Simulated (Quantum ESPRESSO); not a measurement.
Quantum ESPRESSO 7.5, DFT, PBE, plane waves, PseudoDojo 0.5 standard norm-conserving PBE (local tails restored to the Coulomb form): unreconstructed Si(100) slab of 5 layers, 1x1 (Si5), unrelaxed, 5 atoms. Basis and mesh were picked for this test and aren't claimed converged.

```
Item                                                Result
------------------------  --------------------------------
cell                      3.84, 3.84, 19.43 Å; 90, 90, 90°
task                                                   scf
k mesh                                               9×9×1
ecutwfc                                              36 Ry
ecutrho                                             144 Ry
occupations                                       smearing
smearing                                                mv
degauss                                            0.02 Ry
conv_thr                                          5e-09 Ry
tprnfor                                               true
tstress                                              false
k-point pools (-nk)                                      8
diagonalization                            david (default)
mixing_mode                                plain (default)
mixing_beta                                  0.7 (default)
mixing_ndim                                    8 (default)
k-points computed                                       15
bands                                                   14
electrons                                               20
G-vectors of the density                             56381
FFT grid                                         30×30×144
symmetry operations                                      8
```

Hardware: AMD EPYC (Zen 5), 96 cores on 1 socket, no SMT, 12 L3 cache groups; 94 cores' worth of CPU time may be used.

Each time is the median wall time of two to five repeats, run one at a time on the otherwise empty machine; start-up is included. Unless noted, each process is bound to its own block of adjacent cores. The times hold for this build (conda-forge: Open MPI 5.0, OpenMP, OpenBLAS 0.3.34 (pthreads), FFTW, ScaLAPACK, ELPA). Scratch files lie in a memory file system.

Started as
```bash
OMP_NUM_THREADS=1 mpirun -np 16 pw.x -nk 8 -in pw.in
```
(16 ranks, diagonalization = david (default)) it takes 2.2 s and 11 SCF iterations.

Problem. How long does it take after this change: diagonalization = paro?

Solution. About 2.8 s (3 runs within 1 %): 1.3× as long. The largest move is in the rest of the band solver (c_bands and wfcinit less FFTs, projectors and diagonalisation: overlaps, rotations, waiting): 0.36 s to 0.64 s. SCF iterations go from 11 to 8. Change in the result: energy equal as printed, forces (largest component) 0.017 meV/Å.
